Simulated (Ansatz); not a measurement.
Consider the following.

```
CELL_PARAMETERS angstrom
      1.64299     0.94858     5.55586
     -1.64299     0.94858     5.55586
      0.00000    -1.89716     5.55586
ATOMIC_POSITIONS crystal
  Ca 0.00000 0.00000 0.00000
  Zr 0.50000 0.50000 0.50000
  N  0.23853 0.23853 0.23853
  N  0.76147 0.76147 0.76147
```

Computed with PBEsol, rigid bands (plane waves, PAW, scalar-relativistic; Ansatz, a first-principles code). Cell: cell and atoms relaxed with PBEsol.

Problem. What conductivity effective mass do dilute holes have at 300 K?

Solution. 0.40 (x), 0.40 (y), 0.92 (z) mₑ.

Problem. What conductivity effective mass do dilute electrons have at 300 K?

Solution. 0.26 (x), 0.26 (y), 0.27 (z) mₑ.

Problem. And the band gap?

Solution. 0.37 eV at this level; semilocal functionals usually fall short of the measured gap.

Rigid bands, one relaxation time for all states, no polarons. Spin-orbit coupling is left out; where it splits the top of the valence band it changes the hole mass and lowers the gap by about a third of the splitting.

Computed structure with no diffraction record at hand here (it may be known, metastable or hypothetical): CaZrN2 (R-3m).
